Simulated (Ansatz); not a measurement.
Given:

```
BN
1.0
    2.52320     0.00000     0.00000
   -1.26160     2.18516     0.00000
    0.00000     0.00000     4.04988
B N
2 2
Direct
  0.33333   0.66667   0.99971
  0.66667   0.33333   0.49971
  0.33333   0.66667   0.37529
  0.66667   0.33333   0.87529
```

No spin polarisation.

Calculations: LDA (Ansatz, a quantum-chemistry and plane-wave program), no spin-orbit coupling. Γ-centred 15×15×8 mesh, Fermi–Dirac width 0.05 eV.

Q: Predict the stress, band gap, electron mass and gap character.

A: 
- Stress (xx, yy, zz, yz, xz, xy; compression positive): (2.28, 2.28, 36.12, 0.00, 0.00, 0.00) GPa
- Band gap: 5.07 eV
- Electron mass: 0.29 mₑ along z, 0.50 mₑ across (at K)
- Gap character: indirect, Γ → K

The cells carry an imposed strain or load. Effective masses come from finite differences of ±0.01 Å⁻¹. Whether these cells are dynamically stable was not tested. The cell was made from BN in the wurtzite structure (space group P6_3mc, No. 186) by this change: uniaxial strain ε_zz = −3.00 %.
